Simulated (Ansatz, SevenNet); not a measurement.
## Elastic constant C33 of AlB2-type TiB2: levels of theory against measurement

Reference value: 432 GPa (measured, temperature not stated, not corrected to a static lattice; as tabulated in Liu et al. (2023), arXiv:2002.00005).

### Question
Put these levels in order of the elastic constant C33 that they give for AlB2-type TiB2, smallest first: SevenNet-0 (SevenNet), SevenNet-l3i5 (SevenNet), r²SCAN (Ansatz, an electronic-structure program).

### Answer
SevenNet-l3i5 (349 GPa), SevenNet-0 (383 GPa), r²SCAN (468 GPa)

Unless a cell is named, each level is at its own relaxed cell (SevenNet-0 8.59, SevenNet-l3i5 8.58, r²SCAN 8.51 Å³/atom).

Differences against the reference: SevenNet-0 -11.3 %, SevenNet-l3i5 -19.2 %, r²SCAN +8.3 %.

The reference has no zero-point or thermal correction, while the calculations are for a static lattice, so the differences are not the levels' errors alone. A static lattice is as a rule stiffer than a warm one, by over a tenth in soft solids.  Each level is taken at its own relaxed cell. Ansatz's density-functional and Hartree–Fock values are scalar-relativistic unless marked +SOC, with PAW data made under PBE.

Machine-learned potentials (SevenNet-0, SevenNet-l3i5) are trained on DFT data, which may include these solids.

Differences are worked out from the printed values.
